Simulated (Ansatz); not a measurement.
Worked calculations on one periodic cell of amorphous Nb16O41H2: Nb16O41H2, 59 atoms, volume 844.4 Å³, made by a melt-quench on the CHGNet potential and relaxed with DFT. O atoms were pushed apart under 1.9 Å during the dynamics, to hinder bonds among them. It is a model cell: composition and starting density were chosen by hand, and all elements were melted together. Cycles of charging were run to anneal it. All values below come from PBE, scalar-relativistic without spin-orbit coupling (plane waves to 420 eV, PAW; Ansatz, a quantum-chemistry and plane-wave program). Sampling: a 2×2×2 Γ-centred mesh; Fermi-Dirac width 0.02 eV; no spin polarisation. Its volume was held where the quench left it, its shape was held as a cube, and it stands at a mean pressure of 1.6 GPa with stress components up to 3.1 GPa; the relaxation ran on the zone centre alone. Its density went from a set 4.22 to 4.22 g/cm³. The cell is small and was quenched far faster than a real film, so it is one sample of the glass.

Q: Count formal charges (Nb +5, O -2, H +1). What does the count lead one to expect at the Fermi level, and what does the calculation give?

A: 16 × (+5) + 41 × (-2) + 2 × (+1) = 0. The charges balance, so the anion-derived valence states can be full and a gap can open. On this mesh the highest filled and lowest empty level lie 2.88 eV apart, the PBE gap of this cell, with a localised state at one edge or both.

Four energies for an added electron at PBE on the zone centre alone (charged cells in a uniform background, spin-polarised): neutral at the neutral geometry -96176.675 eV; charged at the neutral geometry -96168.274 eV; charged and relaxed -96168.356 eV; neutral at the charged geometry -96176.544 eV.

Q: Find the two relaxation energies and their sum, the reorganisation energy.

A: On charging: -96168.274 − (-96168.356) = 0.082 eV. On discharging: -96176.544 − (-96176.675) = 0.131 eV. The sum is 0.213 eV. The carrier's level spreads over 11 of the 59 atoms' worth, so it counts as partly localised, most on one Nb atom with neighbours O 1.85 Å, O 1.91 Å, O 1.92 Å, O 1.93 Å, O 2.32 Å, O 2.38 Å (neutral geometry). The values are uncorrected: the image energy of a point charge in this cell, 2.84 × 14.40 / (2 × 9.5) = 2.2 eV before screening, is screened by electrons alone at the fixed geometry and by ions too after relaxing, and the carrier can be spread before it relaxes, so each term can be off by up to that value times 1/ε∞, some tenths of an eV. PBE's self-interaction favours spread-out carriers, so a hybrid can localise more.

Four energies for a hole at PBE on the zone centre alone (charged cells in a uniform background, spin-polarised): neutral at the neutral geometry -96176.675 eV; charged at the neutral geometry -96181.956 eV; charged and relaxed -96182.298 eV; neutral at the charged geometry -96175.593 eV.

Q: Find the two relaxation energies and their sum, the reorganisation energy.

A: On charging: -96181.956 − (-96182.298) = 0.342 eV. On discharging: -96175.593 − (-96176.675) = 1.082 eV. The sum is 1.424 eV. The carrier's level spreads over 3 of the 59 atoms' worth, so it counts as localised, most on one O atom with neighbours H 0.99 Å, Nb 1.94 Å (neutral geometry). The values are uncorrected: the image energy of a point charge in this cell, 2.84 × 14.40 / (2 × 9.5) = 2.2 eV before screening, is screened by electrons alone at the fixed geometry and by ions too after relaxing, and the carrier can be spread before it relaxes, so each term can be off by up to that value times 1/ε∞, some tenths of an eV. PBE's self-interaction favours spread-out carriers, so a hybrid can localise more.
